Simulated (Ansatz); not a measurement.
# A computed series for TiO2: response to strain

The parent structure is TiO₂ in the anatase structure (space group I4_1/amd, No. 141).

```
TiO2
1.0
   -1.89941     1.89941     4.85035
    1.89941    -1.89941     4.85035
    1.89941     1.89941    -4.85035
Ti O
2 4
Cartesian
  0.00000   1.89941   2.42518
  0.00000   0.00000   0.00000
  0.00000   1.89941   0.42242
  0.00000   0.00000   7.69795
  0.00000   0.00000   2.00276
  0.00000   1.89941   4.42793
```

Cartesian axes are those of the cell as printed.

Strains are applied to the cell and any free atomic positions relax.

Method: PBE/PAW in Ansatz (a quantum-chemistry and plane-wave program), no SOC.

Notes on the quantities. energy relative to the base: free energy F.

| variant | energy relative to the base | width of the top valence band | smallest direct gap |
|---|---|---|---|
| base | 0 meV/atom | 0.84 eV | 2.43 eV |
| uniaxial strain ε_zz = −3.00 % | (withheld) | (withheld) | 2.44 eV |
| uniaxial strain ε_zz = −2.40 % | +4.0 meV/atom | 0.88 eV | 2.44 eV |
| uniaxial strain ε_zz = −1.80 % | +2.3 meV/atom | 0.87 eV | 2.43 eV |
| uniaxial strain ε_zz = −1.20 % | +1.0 meV/atom | 0.86 eV | 2.43 eV |
| uniaxial strain ε_zz = −0.60 % | +0.2 meV/atom | 0.85 eV | 2.43 eV |

### Question
What belongs in the blanks?

### Answer

- uniaxial strain ε_zz = −3.00 %, energy relative to the base: +6.3 meV/atom
- uniaxial strain ε_zz = −3.00 %, width of the top valence band: 0.89 eV

Stability against distortions was not tested. All final runs are without spin polarisation.
